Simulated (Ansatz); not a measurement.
# Response to strain in Si

Base system: Si in the diamond structure (space group Fd-3m, No. 227).

```
CELL_PARAMETERS angstrom
      0.00000     2.72216     2.72216
      2.72216     0.00000     2.72216
      2.72216     2.72216     0.00000
ATOMIC_POSITIONS crystal
  Si 0.00000 0.00000 0.00000
  Si 0.25000 0.25000 0.25000
```

Cartesian axes are those of the cell as printed.

Strains are applied to the cell and any free atomic positions relax; under biaxial strain the out-of-plane vector relaxes too.

Method: r2SCAN, PAW, 500 eV (Ansatz, an electronic-structure program; no SOC).

```tsv
biaxial strain, plane normal [111], relaxed out of plane (%)	out-of-plane strain (%)
-2.5	1.11
-2.08	0.91
-1.67	0.73
-1.25	?
-0.83	0.35
-0.42	0.17
0	0.00
```

Problem. Fit ε⊥ = −νε + γε² (strains in %) to the rows shown and predict the withheld row.

Solution. Least squares on the printed values gives ν = 0.41 (the biaxial Poisson response) and γ = 0.013 (largest residual 0.01 %); this predicts 0.54 %, and the run gives 0.54 %, in agreement.

No phonon test of stability was made.
